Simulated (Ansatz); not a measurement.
```xyz
4
Lattice="3.7686 0.0000 0.0000 0.0000 3.7686 0.0000 0.0000 0.0000 4.6584" Properties=species:S:1:pos:R:3 pbc="T T T"
Sn     1.8843     0.0000     1.1436
Sn     0.0000     1.8843     3.5148
O      0.0000     0.0000     0.0000
O      1.8843     1.8843     0.0000
```

The cell was generated from a structure type, relaxed within its symmetry, and need not be the phase found at ambient conditions. At this level the gap is small or closed, and a narrow smearing was used.  Spin-orbit coupling is not included.

Q: List the harmonic phonon frequencies (cm⁻¹; finite displacements on a 6×6×4 mesh, LDA density-functional theory in Ansatz (plane waves, PAW), k mesh 12×12×8, fermi-dirac smearing of 0.03 eV) at q = (0.000, 0.333, 0.000), (0.167, 0.333, -0.500), (0.167, 0.333, 0.250), in fractions of this cell's reciprocal vectors. At Γ leave out the LO-TO shift.

A: 
- (0.000, 0.333, 0.000): 63, 81, 91, 109, 162, 194, 348, 351, 369, 435, 437, 442
- (0.167, 0.333, -0.500): 66, 75, 108, 125, 171, 194, 277, 330, 364, 387, 424, 499
- (0.167, 0.333, 0.250): 62, 69, 111, 125, 169, 195, 276, 330, 361, 389, 443, 494

The PAW data sets were generated under PBE and serve the other functionals too.

Ansatz is an electronic-structure program.
